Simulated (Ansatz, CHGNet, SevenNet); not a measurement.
**ZnSnN2 (model structure, started from the alpha NaFeO2 type, R-3m, No. 166, 4 atoms in the cell): properties by level of theory**

```csv
level (code),lattice constant a (Å),c axis length (Å)
CHGNet 0.3.0,?,?
SevenNet-0,?,15.727
SevenNet-l3i5,3.230,15.760
LDA (Ansatz),?,15.241
r²SCAN+rVV10 (Ansatz),3.160,?
```

Question: Some entries are withheld; supply them.

Answer: 
- CHGNet 0.3.0, lattice constant a (Å): 3.209
- CHGNet 0.3.0, c axis length (Å): 15.644
- SevenNet-0, lattice constant a (Å): 3.219
- LDA (Ansatz, a program for electronic structure), lattice constant a (Å): 3.137
- r²SCAN+rVV10 (Ansatz), c axis length (Å): 15.398

Ansatz's density-functional and Hartree–Fock values are scalar-relativistic unless marked +SOC, with PAW data made under PBE.

Computed values are for the static lattice.

A model structure was made by putting elements into a prototype or built by hand; it is no filed structure, need not be a known phase, and can be a saddle point held by its symmetry.
